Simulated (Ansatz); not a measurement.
Amorphous Pb12Si12O36, 60 atoms at 6.04 g/cm³, one PBE-relaxed geometry, zone centre. Methods: PBE-D3(BJ), scalar-relativistic without spin-orbit coupling (Ansatz, a first-principles code); r2SCAN, scalar-relativistic without spin-orbit coupling (Ansatz); HSE06, scalar-relativistic without spin-orbit coupling (Ansatz). Plane waves to 420 eV (r2SCAN 500 eV); exact exchange is cut at the cell's faces. The higher rungs were started with moments on some atoms, which died out.

A CHGNet melt-quench gave the starting glass, which DFT then relaxed. O atoms were pushed apart under 1.9 Å during the dynamics, to hinder bonds among them. The hot cell started wider than the set density and was brought back towards it in steps. It is the lowest in DFT energy of 2 quenches. It is a model cell: composition and starting density were chosen by hand, and all elements were melted together. The geometry includes D3(BJ) dispersion. Its density started from a set value of 5.52 and ended at 6.04 g/cm³. The simulated quench (nominally 110 K/ps over its main leg) is rapid and tends to freeze in more defects than a deposited or slowly cooled glass has. A cell of this size samples the disorder only roughly. The volume was free in the relaxation, at fixed shape. Stress components on the final sampling reach 1.0 GPa.

The relaxation ran on the zone centre alone. At PBE the gap is 3.11 eV on a 2×2×2 Γ-centred mesh, and the spacing at the zone centre alone 3.31 eV.

### Question
What zone-centre spacing does r2SCAN give, roughly?

### Answer
3.70 eV (+0.39 eV against PBE).

### Question
What zone-centre spacing does HSE06 give, roughly?

### Answer
4.46 eV (+1.15 eV against PBE).

The highest filled and the lowest empty state spread over these numbers of atoms (participation numbers): PBE: 15.0 and 12.5; r2SCAN: 14.6 and 12.0; HSE06: 12.0 and 12.1.
